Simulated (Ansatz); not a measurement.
## What Ga → Ni does to Ga

Take Ga (space group Cmce, No. 64; a = 4.478 Å, b = 7.588 Å, c = 4.489 Å) as the base.

The change: full substitution Ga → Ni, then cell and atoms are relaxed.

Level of theory: PBEsol/PAW in Ansatz (an electronic-structure program), spin-orbit coupling left out. Γ-centred 22×22×22 mesh, Fermi–Dirac width 0.05 eV, for the changed cell.

The density goes up by 2.49 g/cm³ to 8.56 g/cm³ and the space group becomes I4/mmm (No. 139) (base: Cmce (No. 64)). The shortest interatomic distance falls by 0.213 Å to 2.271 Å and the band gap stays zero. The magnetic state goes from not spin-polarised to ferromagnetic and the largest site moment goes from zero to 0.68 μB.

Other magnetic orders, which the real material may have, were not ruled out. Whether these cells are dynamically stable was not tested. As relaxed here, Ni is a hypothetical phase, not in the database extracts checked.
